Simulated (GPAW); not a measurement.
GPAW run on Li (Im-3m, 1 atom in the cell): self-consistent single point.

Method: LDA (Perdew-Wang 92), GPAW PAW datasets LDA (gpaw-data 1.0.1) (plane waves; GPAW).

```yaml
crystal:
  lattice:
    - [-1.74500, 1.74500, 1.74500]
    - [1.74500, -1.74500, 1.74500]
    - [1.74500, 1.74500, -1.74500]
  atoms:
    - { symbol: Li, position: [0.00000, 0.00000, 0.00000] }
```

Reference input (self-consistent single point, DFT PBE, plane waves, GPAW PAW datasets PBE (gpaw-data 1.0.1)): mode = pw; ecut = 600 eV; xc = PBE; kpts = 11 11 11; mesh shift (steps) = 0 0 0; occupations.name = methfessel-paxton; occupations.width = 0.136 eV; occupations.order = 0; nbands = -5; convergence.density = 1e-05 e/electron; symmetry.symmorphic = false; symmetry.tolerance = 0.0005. This run's input differs from it in these lines:

```diff
@@ -12,3 +12,3 @@
 calc = GPAW(mode={'name': 'pw', 'ecut': 600},
-            xc='PBE',
+            xc='LDA',
             kpts=(11, 11, 11),
```

Its files differ too (potentials: GPAW PAW datasets LDA (gpaw-data 1.0.1)).

Output (repeated stretches shortened):

```
     iter     time        total  log10-change:
                         energy   eigst   dens
iter:   1 --:--:--    -2.025810
iter:   2 --:--:--    -2.026450   -2.28  -1.23
iter:   3 --:--:--    -2.025755   -2.20  -1.24
iter:   4 --:--:--    -2.027379   -3.03  -1.22
iter:   5 --:--:--    -2.027372   -4.88  -2.98
iter:   6 --:--:--    -2.027374c  -7.18  -2.39
iter:   7 --:--:--    -2.027374c  -9.10c -4.32
iter:   8 --:--:--    -2.027374c  -9.88c -4.13
iter:   9 --:--:--    -2.027374c  -9.61c -3.61
iter:  10 --:--:--    -2.027374c -11.98c -4.72
iter:  11 --:--:--    -2.027374c -11.12c -4.69
iter:  12 --:--:--    -2.027374c -13.74c -5.57c
Converged after 12 iterations.

Dipole moment: (0.000000, 0.000000, -0.000000) |e|*Ang

Energy contributions relative to reference atoms: (reference = -199.608796)

Kinetic:         +1.770211
Potential:       -1.550158
External:        +0.000000
XC:              -2.237824
Entropy (-ST):   -0.004147
Local:           -0.007530
SIC:             +0.000000
--------------------------
Free energy:     -2.029447
Extrapolated:    -2.027374

Showing only first 2 kpts
 Kpt  Band  Eigenvalues  Occupancy
  0     0     -3.33619    2.00000
  0     1     14.05442    0.00000

  1     0     -3.18409    2.00000
  1     1     13.08708    0.00000

Fermi level: 0.14622

No gap
No difference between direct/indirect transitions
Energy (eV): -2.027374

Forces in eV/Ang:
  0 Li   -0.00000    0.00000    0.00000

Stress tensor:
     0.008249    -0.000000     0.000000
    -0.000000     0.008249    -0.000000
     0.000000    -0.000000     0.008249
Stress (GPa, Voigt): [ 1.3216  1.3216  1.3216 -0.      0.     -0.    ]
```

The run converged in 12 iterations. GPAW prints stress with tension positive. Against the reference run the pressure goes from -0.61 to -1.32 GPa.

The starting cell has typed, rounded lattice constants, without a prior relaxation at this level.
